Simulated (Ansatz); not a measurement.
InP (F-43m) under hydrostatic pressure (compression positive): band gap by PBE with spin-orbit coupling, rigid bands (plane waves, PAW; Ansatz, an electronic-structure program). The unloaded cell, whose axes the loads refer to:

```yaml
crystal:
  lattice:
    - [0.00000, 2.93899, 2.93899]
    - [2.93899, 0.00000, 2.93899]
    - [2.93899, 2.93899, 0.00000]
  atoms:
    - { symbol: In, position: [0.00000, 0.00000, 0.00000] }
    - { symbol: P, position: [0.25000, 0.25000, 0.25000] }
```

| hydrostatic pressure (compression positive) (GPa) | volume per atom (Å³) | band gap (eV) |
|---|---|---|
| -3 | 26.71 | 0.37 |
| -2 | 26.22 | 0.46 |
| -1 | 25.79 | 0.56 |
| 0 | 25.39 | 0.64 |
| 1 | 25.03 | 0.72 |
| 2 | 24.69 | ? |
| 4 | 24.08 | 0.93 |
| 6 | 23.55 | 1.05 |

Fit a straight line to band gap against the load over the rows given, and predict the row at 2 GPa.

The means are x̄ = 0.714 GPa and ȳ = 0.6757; Σ(x − x̄)(y − ȳ) = 4.771 and Σ(x − x̄)² = 63.43, so the slope is 75.2 meV per GPa, and the rows given lie within 26 meV of the line. At 2 GPa the line gives 0.77 eV; the calculation gives 0.79 eV, 2.2 % from it.

With all rows, what volume deformation potential dE_g/d ln V follows?

A line through E_g against ln V has the slope -5.4 eV, so the gap opens under compression.

 Stresses and pressures are the targets of the relaxation. Gaps are resolved to about 0.01 eV. The structure type is held at every load. Geometry: cell and atoms relaxed with PBEsol.
